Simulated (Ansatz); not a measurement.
A computed series for PtS2: response to strain

The parent structure is PtS2 in the CdI2 type structure (space group P-3m1, No. 164; a = 3.5836 Å, c = 4.6568 Å; layered, stacked along the Cartesian z axis).

Strains are applied to the cell and any free atomic positions relax.

Level of theory: PBE-D3(BJ) (Ansatz, a first-principles code), spin-orbit coupling left out.

Notes on the quantities. pressure: mean of the normal stresses, compression positive; energy relative to the base: free energy F.

```json
[
 {"case": "base", "largest internal atomic displacement": "–", "pressure": "0.0 GPa", "energy relative to the base": "0 meV/atom"},
 {"case": "isotropic strain −2.00 %", "largest internal atomic displacement": "0.053 Å", "pressure": "5.8 GPa", "energy relative to the base": "+17 meV/atom"},
 {"case": "isotropic strain −1.50 %", "largest internal atomic displacement": "0.040 Å", "pressure": "4.2 GPa", "energy relative to the base": "+9.7 meV/atom"},
 {"case": "isotropic strain −1.00 %", "largest internal atomic displacement": "0.027 Å", "pressure": "2.7 GPa", "energy relative to the base": "+4.2 meV/atom"},
 {"case": "isotropic strain −0.50 %", "largest internal atomic displacement": "0.014 Å", "pressure": "1.3 GPa", "energy relative to the base": "+1.0 meV/atom"},
 {"case": "isotropic strain +0.50 %", "largest internal atomic displacement": "0.013 Å", "pressure": "-1.2 GPa", "energy relative to the base": "+1.0 meV/atom"},
 {"case": "isotropic strain +1.50 %", "largest internal atomic displacement": "0.041 Å", "pressure": "-3.4 GPa", "energy relative to the base": "+8.7 meV/atom"},
 {"case": "isotropic strain +2.00 %", "largest internal atomic displacement": "0.055 Å", "pressure": "-4.4 GPa", "energy relative to the base": "+15 meV/atom"},
 {"case": "isotropic strain +2.50 %", "largest internal atomic displacement": "0.069 Å", "pressure": "-5.3 GPa", "energy relative to the base": "+23 meV/atom"},
 {"case": "isotropic strain +3.00 %", "largest internal atomic displacement": "?", "pressure": "?", "energy relative to the base": "?"}
]
```

Q: What belongs in the blanks?

A: 
- isotropic strain +3.00 %, largest internal atomic displacement: 0.083 Å
- isotropic strain +3.00 %, pressure: -6.1 GPa
- isotropic strain +3.00 %, energy relative to the base: +33 meV/atom

Whether these cells are dynamically stable was not tested. All final runs are without spin polarisation.
